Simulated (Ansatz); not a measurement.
Band structure of FeO (Fm-3m, 4 atoms in the cell).

```xyz
4
Lattice="4.3439 2.1719 2.1719 2.1719 4.3439 2.1719 2.1719 2.1719 4.3439" Properties=species:S:1:pos:R:3 pbc="T T T"
Fe     0.0000     0.0000     0.0000
Fe     4.3439     4.3439     4.3439
O      2.1719     2.1719     2.1719
O      6.5158     6.5158     6.5158
```
Moments meant for the start (each program seeds them in its own way; μB, in the order of the atoms Fe Fe O O): 4.0 -4.0 0.0 0.0.

Method of the run: PBE (plane waves, PAW; Ansatz, a first-principles code).

Settings: basis.ecutwfc = 420 eV; kpoints.mp_grid.grid = 7 7 7; hamiltonian.xc = pbe; hamiltonian.pseudopotentials = {kind: paw} (the program's default PAW files); magnetization.spin_polarized = true; scf.occupations.method = fermi_dirac; scf.occupations.width = 0.02 eV; kpoints.band_path.path = [[0.0, 0.0, 0.0], [0.5, 0.0, 0.0], [0.5, 0.1875, -0.1875]]; kpoints.band_path.npoints = 8.

The starting cell has typed, rounded lattice constants, without a prior relaxation at this level. Its lattice was rescaled by a random factor within 2.5 % of one. The magnetic order is the one reached from the typed start; others were not searched systematically. The program warned that, by what it read of turns of the moments, another magnetic order lies lower.

Levels in eV from the Fermi level, bands 19 to 26 of the first spin channel:
| point | 19 | 20 | 21 | 22 | 23 | 24 | 25 | 26 |
|---|---|---|---|---|---|---|---|---|
| Γ | -3.22 | -2.17 | -2.17 | -0.12 | -0.12 | 0.19 | 0.29 | 1.89 |
| L | -2.48 | -1.60 | -1.39 | -0.68 | 0.57 | 0.78 | 1.62 | 1.64 |
| B1 | -2.63 | -1.72 | -1.53 | 0.19 | 0.30 | 0.51 | 1.67 | 1.74 |

Bands cross the Fermi level along this path, so the cell is metallic at this level.

The net moment of the cell came out as 0.00 μB.

Keys are those of Ansatz 0.2.
